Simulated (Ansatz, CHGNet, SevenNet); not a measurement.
**How the lattice parameter a of Ru3Si (model structure, started from the A15 type, Pm-3n, No. 223, 8 atoms in the cell) moves with the method**

No measured value is used here.

```csv
level (code),value (Å)
CHGNet-r²SCAN,4.734
SevenNet-0,4.756
SevenNet-l3i5,4.752
LDA (Ansatz),4.717
PBE (Ansatz),4.795
PBEsol (Ansatz),4.745
r²SCAN (Ansatz),4.760
```

LDA, PBE, PBEsol, r²SCAN: the run has no spin polarisation, so it can have missed a magnetic state. Cutoffs differ between the levels. Ansatz's density-functional and Hartree–Fock values are scalar-relativistic unless marked +SOC, with PAW data made under PBE.

Machine-learned potentials (CHGNet-r²SCAN, SevenNet-0, SevenNet-l3i5) are trained on DFT data: a solid inside that data is no test of them.

A model structure was made by putting elements into a prototype or built by hand; it is no filed structure, need not be a known phase, and can be a saddle point held by its symmetry.

Ansatz is a program for electronic structure.
